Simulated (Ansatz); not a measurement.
The starting structures come from a database of crystals and need not be the phases stable at ambient conditions.

```xyz
7
Lattice="6.3615 0.0000 0.0000 3.1808 7.0599 0.0000 0.0000 2.8661 5.6793" Properties=species:S:1:pos:R:3 pbc="T T T"
Cd     0.0000     0.0000     0.0000
In     3.1808     1.4330     2.8396
In     3.1808     5.6795     4.2595
Te     7.8056     7.7287     5.1337
Te     4.8845     2.3143     0.7774
Te     4.9174     6.1935     2.0917
Te     1.4770     3.6155     3.3558
```

Space group of this cell: I-4. The cell is taken as given.

Transport runs along the normal of the first two printed cell vectors, the (101) plane of the conventional cell.

The gap is the functional's own, uncorrected, and κ follows it; spin-orbit coupling is left out. Mid-gap values are interpolated between the computed energies.

Q: Estimate the band gap and the smallest decay constant κ at mid-gap that r2SCAN (Ansatz, a program for electronic structure) returns for this system.

A: Gap 1.35 eV on a 6×6×6 mesh; κ = 0.102 1/Å, at the zone centre.
